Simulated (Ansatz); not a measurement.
System: MoS2 (model structure, started from the 3R-MoS2 type, R3m, No. 160, 3 atoms in the cell). Method: PBEsol (plane waves, PAW; Ansatz, a program for electronic structure).

Run with plane-wave cutoff 500 eV, 14×14×14 k mesh, Fermi–Dirac smearing 0.05 eV, no spin polarisation, scalar-relativistic PAW data made under PBE.

Cell (relaxed at this level):

MoS₂ is taken in the trigonal space group R3m, hexagonal axes (No. 160), Pearson symbol hR3. Lattice parameters: a = b = 3.1431 Å, c = 18.8362 Å, α = β = 90.00°, γ = 120.00°. Mo on 3a sees 6 S at 2.392 Å (trigonal prismatic). S1 on 3a is surrounded by 3 Mo at 2.392 Å (trigonal pyramidal). S2 on 3a is surrounded by 3 Mo at 2.392 Å (trigonal pyramidal). (Neighbours: up to the widest gap in distance over summed covalent radii, below 1.35, at either atom; cation-cation and far metal-metal contacts left out.)
(The calculation used a cell of 3 atoms; values per cell refer to that cell.)

Problem. What does this level give for the band gap?

Solution. 
- band gap = 1.02 eV (on the SCF k mesh)

Note: the relaxation could raise the start's symmetry but not lower it, so the cell can be a saddle point; the cell has widely spaced layers and the level no dispersion term, so their spacing and the moduli can rest on weak binding.

Spin–orbit coupling is not included.

Computed values are for the static lattice.

A model structure was made by putting elements into a prototype or built by hand; it is no filed structure, need not be a known phase, and can be a saddle point held by its symmetry.
